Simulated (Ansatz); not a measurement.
Worked example: self-consistent single point of NaAsF6 (R-3, 8 atoms in the cell) in Ansatz (a quantum-chemistry and plane-wave program).

Computed with PBEsol, default PAW files made with PBE (plane waves; Ansatz).

```yaml
crystal:
  lattice:
    - [2.52105, 1.45553, 4.65693]
    - [-2.52105, 1.45553, 4.65693]
    - [0.00000, -2.91106, 4.65693]
  atoms:
    - { symbol: Na, position: [0.50000, 0.50000, 0.50000] }
    - { symbol: As, position: [0.00000, 0.00000, 0.00000] }
    - { symbol: F, position: [0.34813, 0.07606, 0.79001] }
    - { symbol: F, position: [0.65187, 0.92394, 0.20999] }
    - { symbol: F, position: [0.79001, 0.34813, 0.07606] }
    - { symbol: F, position: [0.20999, 0.65187, 0.92394] }
    - { symbol: F, position: [0.07606, 0.79001, 0.34813] }
    - { symbol: F, position: [0.92394, 0.20999, 0.65187] }
```

Reference input (self-consistent single point, DFT, HSE06, plane waves, default PAW files made with PBE): basis.ecutwfc = 420 eV; kpoints.mp_grid.grid = 3 3 3; hamiltonian.xc = hse06; hamiltonian.pseudopotentials = {kind: paw} (the program's default PAW files); scf.occupations.method = gaussian; scf.occupations.width = 0.01 eV. This run's input differs from it in these lines:

Ansatz 0.2 input:
```diff
@@ -19,3 +19,3 @@
 hamiltonian:
-  xc: hse06
+  xc: pbesol
   pseudopotentials: { kind: paw }
```

Output (repeated stretches shortened):

```
SCF iter   1: F=—  HF=-11093.920721 eV  |F-HF|=—  |Δ(HF+E_count)|=         —  Δρ=1.23e-2  dr2=9.23e-2  ethr=1.77e-3  ⟨swp⟩=6.0  Hψ=1074  notcnv=0
all-band conjugate gradients solve this SCF's bands
preconditioner: auto → Resta (q_TF=auto, 2.535 Å⁻¹)
SCF iter   2: F=—  HF=-11093.891505 eV  |F-HF|=—  |Δ(HF+E_count)|=   2.92e-2  Δρ=1.41e-3  dr2=6.43e-4  ethr=1.40e-4  ⟨swp⟩=2.2  Hψ=462  notcnv=0  defer=19
   [... lines left out ...]
SCF iter   4: F=—  HF=-11093.891653 eV  |F-HF|=—  |Δ(HF+E_count)|=   1.20e-4  Δρ=2.32e-4  dr2=3.31e-5  ethr=3.15e-7  ⟨swp⟩=2.0  Hψ=314  notcnv=0  defer=19
SCF iter   5: F=—  HF=-11093.891671 eV  |F-HF|=—  |Δ(HF+E_count)|=   1.74e-5  Δρ=4.72e-5  dr2=2.39e-6  ethr=5.02e-8  ⟨swp⟩=2.0  Hψ=373  notcnv=0  defer=19
SCF iter   6: F=—  HF=-11093.891674 eV  |F-HF|=—  |Δ(HF+E_count)|=   3.30e-6  Δρ=1.05e-5  dr2=1.42e-7  ethr=3.63e-9  ⟨swp⟩=2.0  Hψ=336  notcnv=0  defer=19
SCF iter   7: F=-11093.891674 eV  HF=-11093.891674 eV  |F-HF|=1.43e-8  |Δ(HF+E_count)|=   2.03e-7  Δρ=2.81e-6  dr2=9.50e-9  ethr=1.52e-10  ⟨swp⟩=9.0  Hψ=1111  notcnv=0
SCF 1 converged in 7 iterations: F = -11093.891674 eV  dr2 = 9.50e-9
Free energy (F): -11093.891674 eV
Internal energy: -11093.891674 eV  (E = F + TS)
E sigma→0 (E₀):  -11093.891674 eV
Fermi energy:    3.193537 eV
--- Forces (eV/Å), atoms counted from 1 ---
  atom   1  Na     0.00000000     0.00000000    -0.00000000
  atom   2  As     0.00000000     0.00000000     0.00000000
  atom   3  F      0.30652012     0.44150698     0.37329688
  atom   4  F     -0.30652012    -0.44150698    -0.37329688
  atom   5  F     -0.53561634     0.04470068     0.37329685
  atom   6  F      0.53561634    -0.04470068    -0.37329685
  atom   7  F      0.22909622    -0.48620774     0.37329681
  atom   8  F     -0.22909622     0.48620774    -0.37329681
--- Stress (GPa, compression-positive) ---
        5.704299       0.000000       0.000000
       -0.000000       5.704299      -0.000000
       -0.000000      -0.000000       5.768916
  P = ⅓ Tr σ = 5.7258 GPa (57.258 kbar)
  The stress holds the Pulay correction. Without it, at fixed plane waves, as pw.x and ABINIT print it: P = 4.9728 GPa
```

The run converged in 7 iterations. Against the reference run the pressure goes from 3.23 to 5.73 GPa, the largest force goes from 0.111 to 0.654 eV/Å and the gap on the mesh goes from 8.611 to 6.063 eV.

The starting cell comes from a database of computed structures (which also holds hypothetical and non-ambient phases and stackings), without a prior relaxation at this level. Its lattice was rescaled by a random factor within 2.5 % of one. With a pressure of about 6 GPa the cell is away from its equilibrium volume at this level. Ansatz's pressure includes its estimate of the finite-basis (Pulay) stress. Without the estimate this run gives 4.97 GPa.
